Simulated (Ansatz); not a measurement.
Take Au in the fcc (Cu type) structure (space group Fm-3m, No. 225; a = 4.157 Å) as the base.

The values are results of PBE (Ansatz, a program for electronic structure, PAW, no spin-orbit coupling), not measurements.

One change was made to it. Results:

| quantity | base | after |
|---|---|---|
| shortest interatomic distance | 2.940 Å | 2.933 Å |
| density | 18.21 g/cm³ | 18.33 g/cm³ |

Problem. Which of these changes matches the shifts?
A) pressure −2 GPa
B) pressure 0.9 GPa
C) pressure 30 GPa
D) pressure −1 GPa
E) pressure 22.5 GPa

Solution. B, pressure 0.9 GPa. For comparison, the shortest interatomic distance in the other runs: pressure 30 GPa gives 2.804 Å; pressure −2 GPa gives 2.954 Å; pressure −1 GPa gives 2.947 Å; pressure 22.5 GPa gives 2.829 Å.

Load acts through the strain it causes; cell and atoms are relaxed under it. No phonon test of stability was made. No other phases were tried under pressure.
